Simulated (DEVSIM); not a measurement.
System: double heterostructure, Ge between p- and n-type Si, at 250 K.

Layer 1 from the left is Si, thickness (μm) 0.250, Na (cm⁻³) 1.9e18, τn (s) 1.8e-6, τp (s) 1.8e-6. Layer 2 from the left is Ge, thickness (μm) 0.0210, Nd (cm⁻³) 1.7e15, τn (s) 1.8e-6, τp (s) 1.8e-6. Layer 3 from the left is Si, thickness (μm) 0.670, Nd (cm⁻³) 7.6e17, τn (s) 1.8e-6, τp (s) 5.4e-8.

Left contact: ohmic. Right contact: ohmic. Voltage is applied to the left contact. Recombination: SRH at mid-gap, radiative. Mobility is μmin + (μ − μmin)/(1 + (N/Nref)^α).

This is a model device: material constants are rounded textbook-type values typed into the input, and sizes, dopings and lifetimes were drawn at random. Values at 300 K; Nc and Nv go as T^1.5, mobilities as T to minus their exponent, the gap by Varshni's rule with the affinity fixed.

Si: gap (eV) 1.124, affinity (eV) 4.05, permittivity 11.7, Nc (cm⁻³) 2.86e19, Nv (cm⁻³) 3.1e19, μn (cm²/Vs) 1417, μp (cm²/Vs) 470, μn,min 52, μp,min 45, Nref,n 9.7e16, Nref,p 2.2e17, αn 0.68, αp 0.72, T exponent of μn 2.3, T exponent of μp 2.2, B (cm³/s) 4.7e-15, Varshni α (eV/K) 0.000473, Varshni β (K) 636. Ge: gap (eV) 0.664, affinity (eV) 4, permittivity 16, Nc (cm⁻³) 1.04e19, Nv (cm⁻³) 6e18, μn (cm²/Vs) 3900, μp (cm²/Vs) 1900, μn,min 150, μp,min 100, Nref,n 2.6e17, Nref,p 4e17, αn 0.56, αp 0.6, T exponent of μn 1.66, T exponent of μp 2.33, B (cm³/s) 6.4e-14, Varshni α (eV/K) 0.000477, Varshni β (K) 235.

Simulated with DEVSIM: 1D drift-diffusion, Boltzmann statistics, complete ionisation; no tunnelling, impact ionisation, image-force lowering or self-heating. Band offsets follow the typed affinities; no thermionic-emission limit at abrupt steps, no polarisation charge.

**Question.** What does the simulation give for the potential step across the device at zero bias, the dark forward voltage at 1 A/cm², the dark forward voltage at 100 A/cm²?

**Answer.** potential step across the device at zero bias 1.010 V; dark forward voltage at 1 A/cm² 0.712 V; dark forward voltage at 100 A/cm² 0.853 V.
